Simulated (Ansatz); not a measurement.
We consider CrN (P-6m2, No. 187, 2 atoms in the cell; start mp-1183691), described by r²SCAN (plane waves, PAW; Ansatz, an electronic-structure program).

Numerical settings: plane-wave cutoff 560 eV, 24×24×22 k mesh (along the axes of the cell as run), Fermi–Dirac smearing 0.05 eV, spin-polarised start, scalar-relativistic PAW data made under PBE.

Cell (relaxed at this level):

```
CELL_PARAMETERS angstrom
      2.67214     0.00000     0.00000
     -1.33607     2.31414     0.00000
      0.00000     0.00000     2.57619
ATOMIC_POSITIONS crystal
  Cr 0.66667 0.33333 0.50000
  N  0.33333 0.66667 0.00000
```

Question: Estimate the bulk modulus that the calculation returns.

Answer: 
* **bulk modulus**: 336 GPa

The run finds no gap.

Note: the magnetic order was assumed, not searched for or taken from measurement; the bulk modulus is −V dP/dV from two relaxed cells at ±2 % in volume; the relaxation could not lower the start's symmetry, so the cell can be a saddle point above a distorted one.

A start named mp-… is a Materials Project structure, which need not be a measured phase.
